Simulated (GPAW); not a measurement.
A self-consistent single point of AgI (F-43m, 2 atoms in the cell) with GPAW.

Method: PBE, GPAW PAW datasets PBE (gpaw-data 1.0.1) (plane waves; GPAW).

```xyz
2
Lattice="0.0000 3.2263 3.2263 3.2263 0.0000 3.2263 3.2263 3.2263 0.0000" Properties=species:S:1:pos:R:3 pbc="T T T"
Ag     0.0000     0.0000     0.0000
I      4.8394     4.8394     4.8394
```

Reference input (self-consistent single point, DFT PBE, plane waves, GPAW PAW datasets PBE (gpaw-data 1.0.1)): mode = pw; ecut = 550 eV; xc = PBE; kpts = 9 9 9; mesh shift (steps) = 0 0 0; occupations.name = fermi-dirac; occupations.width = 0.01 eV; nbands = -6; convergence.bands = -4; symmetry.symmorphic = false; symmetry.tolerance = 0.0005; maxiter = 120. This run's input differs from it in these lines:

```diff
@@ -14,3 +14,3 @@
             xc='PBE',
-            kpts=(9, 9, 9),
+            kpts={'size': (4, 4, 4), 'gamma': True},
             occupations={'name': 'fermi-dirac', 'width': 0.01},
```

Log, with long lists cut:

```
     iter     time        total  log10-change:
                         energy   eigst   dens
iter:   1 --:--:--    -4.890035   +0.16
iter:   2 --:--:--    -4.874521   -1.60  -1.69
iter:   3 --:--:--    -4.903661   -1.60  -1.71
iter:   4 --:--:--    -4.891296   -3.33  -1.98
iter:   5 --:--:--    -4.819195   -2.24  -1.99
iter:   6 --:--:--    -4.820493   -3.38  -2.76
iter:   7 --:--:--    -4.820256c  -3.48  -2.80
iter:   8 --:--:--    -4.819269c  -4.47  -3.03
iter:   9 --:--:--    -4.819264c  -4.60  -3.44
iter:  10 --:--:--    -4.819241c  -5.73  -3.38
iter:  11 --:--:--    -4.819227c  -5.93  -3.89
iter:  12 --:--:--    -4.819227c  -7.19  -4.46c
iter:  13 --:--:--    -4.819227c  -7.96c -4.51c
Converged after 13 iterations.

Dipole moment: (4.824182, 4.824182, 4.824182) |e|*Ang

Energy contributions relative to reference atoms: (reference = -338138.622020)

Kinetic:        +11.165588
Potential:      -10.771907
External:        +0.000000
XC:              -5.289163
Entropy (-ST):   -0.000000
Local:           +0.076255
SIC:             +0.000000
--------------------------
Free energy:     -4.819227
Extrapolated:    -4.819227

Showing only first 2 kpts
 Kpt  Band  Eigenvalues  Occupancy
  0    10      3.27365    2.00000
  0    11      3.27365    2.00000
  0    12      4.60698    0.00000
  0    13      8.98949    0.00000

  1    10      2.32051    2.00000
  1    11      2.32051    2.00000
  1    12      6.67830    0.00000
  1    13      7.53043    0.00000

Fermi level: 4.00632

Gap: 1.333 eV
Transition (v -> c):
  (s=0, k=0, n=11, [0.00, 0.00, 0.00]) -> (s=0, k=0, n=12, [0.00, 0.00, 0.00])
No difference between direct/indirect transitions
Energy (eV): -4.819227

Forces in eV/Ang:
  0 Ag    0.00000   -0.00000   -0.00000
  1 I    -0.00000    0.00000   -0.00000

Stress tensor:
    -0.018928    -0.000000     0.000000
    -0.000000    -0.018928     0.000000
     0.000000     0.000000    -0.018928
Stress (GPa, Voigt): [-3.0325 -3.0325 -3.0325  0.      0.     -0.    ]
```

The run converged in 13 iterations. GPAW prints stress with tension positive. Against the reference run the free energy goes up by 10.1 meV/atom, the pressure goes from 2.87 to 3.03 GPa and the gap on the mesh hardly changes (1.337 to 1.333 eV).

The starting cell comes from a database of computed structures (which also holds hypothetical and non-ambient phases and stackings), without a prior relaxation at this level. Its lattice was rescaled by a random factor within 2.5 % of one. Spin-orbit coupling is off. With a pressure of about 3 GPa the cell is away from its equilibrium volume at this level.
